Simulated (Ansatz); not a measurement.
The starting structures come from a database of crystals and need not be the phases stable at ambient conditions.

By PBEsol, the system below comes out a metal.

The ballistic (Sharvin) conductance counts the channels at the Fermi level: G/A = (e²/h) × channels of both spins per area.

Here is the system:

```xyz
6
Lattice="4.8247 0.0000 0.0000 0.0000 4.8247 0.0000 2.4123 2.4123 3.4115" Properties=species:S:1:pos:R:3 pbc="T T T"
Zr     0.0000     0.0000     0.0000
Cu     2.4123     4.8247     1.7058
Cu     4.8247     3.6271     2.5647
Cu     4.8247     6.0222     2.5647
Cu     1.2148     2.4123     0.8468
Cu     3.6099     2.4123     0.8468
```

Space group of this cell: F-43m. The cell is taken as given; by PBEsol its mean pressure is -2.3 GPa.

The current flows along the normal of the first two printed cell vectors, the (001) plane of the conventional cell. No spin-orbit coupling; the value is a mean over 0.1 eV about the Fermi level.

Give the ballistic conductance per area that PBEsol run with Ansatz (a program for electronic structure) yields.

0.66 × 10¹⁵ S/m² for both spins.
